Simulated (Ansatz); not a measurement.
The starting structures come from a database of crystals and need not be the phases stable at ambient conditions.

 Where the default PAW files enter, the runs use the earlier of Ansatz's two default sets.

Given:

```xyz
2
Lattice="4.5707 0.0000 0.0000 0.0000 4.5707 0.0000 2.2854 2.2854 3.2320" Properties=species:S:1:pos:R:3 pbc="T T T"
Mg     0.0000     0.0000     0.0000
Te     2.2854     4.5707     1.6160
```

Space group of this cell: F-43m, zinc blende. The cell is taken as given.

The current runs along the normal of the first two printed vectors, the (001) plane. All runs by Ansatz (a program for electronic structure), plane waves and PAW, without spin-orbit coupling; the base is PBEsol.

```tsv
run	mean pressure (GPa)	gap (eV)	mid-gap κ (1/Å)
base	-0.4	2.30	0.161
all lengths scaled by 0.98	2.0	2.56	0.172
all lengths scaled by 1.02	-2.2	2.05	0.150
lda in place of pbesol	-1.6	2.18	0.154
lengths across the current scaled by 0.98, ions clamped	1.1	2.45	0.169
lengths across the current scaled by 1.02, ions clamped	-1.7	___	___
lengths along the current scaled by 0.97, ions clamped	0.7	___	___
lengths along the current scaled by 1.03, ions clamped	-1.4	___	___
```

Task: Fill in the missing entries.

Result: 
- lengths across the current scaled by 1.02, ions clamped, gap (eV): 2.09
- lengths across the current scaled by 1.02, ions clamped, mid-gap κ (1/Å): 0.152
- lengths along the current scaled by 0.97, ions clamped, gap (eV): 2.37
- lengths along the current scaled by 0.97, ions clamped, mid-gap κ (1/Å): 0.165
- lengths along the current scaled by 1.03, ions clamped, gap (eV): 2.14
- lengths along the current scaled by 1.03, ions clamped, mid-gap κ (1/Å): 0.156
